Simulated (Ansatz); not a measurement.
Ansatz (an electronic-structure program) run on Cd3Ag (I4/mmm, 4 atoms in the cell): self-consistent single point.

Method of the run: PBE (plane waves, PAW; Ansatz).

```yaml
crystal:
  lattice:
    - [-2.08265, 2.08265, 4.63899]
    - [2.08265, -2.08265, 4.63899]
    - [2.08265, 2.08265, -4.63899]
  atoms:
    - { symbol: Cd, position: [0.50000, 0.50000, 0.00000] }
    - { symbol: Cd, position: [0.75000, 0.25000, 0.50000] }
    - { symbol: Cd, position: [0.25000, 0.75000, 0.50000] }
    - { symbol: Ag, position: [0.00000, 0.00000, 0.00000] }
```

Reference input (self-consistent single point, DFT, PBE, plane waves, default PAW files): basis.ecutwfc = 30.9 Ry; kpoints.mp_grid.grid = 9 9 9; hamiltonian.xc = pbe; hamiltonian.pseudopotentials = {kind: paw} (the program's default PAW files); scf.occupations.method = gaussian; scf.occupations.width = 0.01 Ry. This run's input differs from it in these lines:

Ansatz 0.2 input:
```diff
@@ -11,3 +11,3 @@
 basis:
-  ecutwfc: 30.9 Ry
+  ecutwfc: 21.7 Ry
 kpoints:
```

The program printed (abridged):

```
SCF iter   1: F=—  HF=-32353.295211 eV  |F-HF|=—  |Δ(HF+E_count)|=         —  Δρ=8.01e-3  dr2=1.66e-2  ethr=1.77e-3  ⟨swp⟩=6.4  Hψ=11925  notcnv=0  defer=9
all-band conjugate gradients solve this SCF's bands
preconditioner: auto → Kerker (q_TF=auto, 2.720 Å⁻¹)
SCF iter   2: F=—  HF=-32353.288983 eV  |F-HF|=—  |Δ(HF+E_count)|=   6.23e-3  Δρ=3.00e-3  dr2=2.57e-3  ethr=2.10e-5  ⟨swp⟩=2.8  Hψ=6969  notcnv=0  defer=9
   [... lines left out ...]
SCF iter   4: F=—  HF=-32353.289090 eV  |F-HF|=—  |Δ(HF+E_count)|=   1.57e-4  Δρ=2.39e-4  dr2=5.42e-5  ethr=1.12e-6  ⟨swp⟩=2.0  Hψ=5137  notcnv=0  defer=9
SCF iter   5: F=—  HF=-32353.289080 eV  |F-HF|=—  |Δ(HF+E_count)|=   9.76e-6  Δρ=1.00e-4  dr2=1.48e-5  ethr=6.86e-8  ⟨swp⟩=2.0  Hψ=3990  notcnv=0  defer=9
SCF iter   6: F=—  HF=-32353.289078 eV  |F-HF|=—  |Δ(HF+E_count)|=   2.54e-6  Δρ=2.89e-5  dr2=1.27e-6  ethr=1.87e-8  ⟨swp⟩=2.0  Hψ=3965  notcnv=0  defer=9
SCF iter   7: F=-32353.289078 eV  HF=-32353.289078 eV  |F-HF|=3.08e-8  |Δ(HF+E_count)|=   2.43e-7  Δρ=6.81e-6  dr2=5.80e-8  ethr=1.27e-10  ⟨swp⟩=6.7  Hψ=14448  notcnv=0
SCF 1 converged in 7 iterations: F = -32353.289078 eV  dr2 = 5.80e-8
Free energy (F): -32353.289078 eV
Internal energy: -32353.276179 eV  (E = F + TS)
E sigma→0 (E₀):  -32353.282628 eV
Entropy (-TS):   -0.012899 eV (-3.225 meV/atom)
Fermi energy:    15.681667 eV
--- Forces (eV/Å), atoms counted from 1 ---
  atom   1  Cd     0.00000000     0.00000000    -0.00000000
   [... zero for the other atoms too ...]
--- Stress (GPa, compression-positive) ---
        3.498064       0.000000       0.000000
        0.000000       3.498064       0.000000
        0.000000       0.000000      -0.919899
  P = ⅓ Tr σ = 2.0254 GPa (20.254 kbar)
  The stress holds the Pulay correction. Without it, at fixed plane waves, as pw.x and ABINIT print it: P = -11.4166 GPa
```

The run converged in 7 iterations. Against the reference run the free energy goes up by 156 meV/atom and the pressure goes from 2.30 to 2.03 GPa.

The starting cell was generated: these elements placed on a structure prototype, without a prior relaxation; it need not be a known phase or ordering of this composition. Ansatz's pressure includes its estimate of the finite-basis (Pulay) stress. Without the estimate this run gives -11.42 GPa. The cutoff lies below the one recommended for these files.
